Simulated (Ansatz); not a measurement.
The cell is made up: elements placed on another compound's structure type, so the phase may be hypothetical.

Inside the gap of an insulator the Bloch states are evanescent, with a wavenumber k + iκ along the transport direction.

```
B2O3
1.0
    4.50339     0.00000     0.00000
    2.25170     3.96109    -0.03219
    0.00000     2.54561     4.04646
B O
4 6
Cartesian
  2.69067   4.59279   2.02416
  6.31611   3.31999   0.00093
  4.76748   3.28806   1.99470
  4.23930   4.56086   4.01793
  2.78699   4.79469   3.54700
  1.71641   3.52188   1.52377
  4.60973   3.19755   3.47912
  4.39706   1.92474   1.45589
  5.06457   5.56698   3.52435
  3.94221   4.29418   1.50112
```

Space group of this cell: Cc. The cell was relaxed by PBE-D3(BJ); by r2SCAN its mean pressure is -3.7 GPa.

Transport runs along the normal of the first two printed cell vectors.

The gap is the functional's own, uncorrected, and κ follows it; spin-orbit coupling is left out. Mid-gap values are interpolated between the computed energies.

**Question.** State the band gap and the smallest decay constant κ at mid-gap according to r2SCAN (Ansatz, a first-principles code).

**Answer.** Gap 8.43 eV on a 10×10×8 mesh; κ = 0.492 1/Å, at the zone centre.
